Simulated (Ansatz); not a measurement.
Start from MgS in the rock salt structure (space group Fm-3m, No. 225; a = 5.182 Å).

The values are results of Ansatz (a quantum-chemistry and plane-wave program) PBEsol, without spin-orbit coupling, not measurements.

Before the change:

The hole mass is 0.25, 0.92, 0.92 mₑ (at Γ) and the density is 2.69 g/cm³. The valley order comes out as X along ⟨100⟩ 2.73 eV; Γ 3.69 eV.

One thing is altered: a hydrostatic pressure of 0.7 GPa.

### Question
Estimate the effect on the hole mass.

### Answer
The hole mass (degenerate bands, along [100]) goes from 0.25, 0.92, 0.92 mₑ (at Γ) to 0.25, 0.91, 0.91 mₑ (at Γ).

### Question
What happens to the density?

### Answer
The density grows by 0.02 g/cm³, from 2.69 g/cm³ to 2.71 g/cm³.

### Question
How does this affect the valley order?

### Answer
The valley order (the lowest conduction-band minima on the path, energy above the VBM, named in the base's zone) changes from X along ⟨100⟩ 2.73 eV; Γ 3.69 eV to X along ⟨100⟩ 2.74 eV; Γ 3.76 eV.

The levels and masses belong to the bands next to the band gap. Load acts through the strain it causes; cell and atoms are relaxed under it. Masses are band curvatures over ±0.01 Å⁻¹ around the edge. Whether these cells are dynamically stable was not tested. The base started in P3_121 and relaxed to Fm-3m at this level.
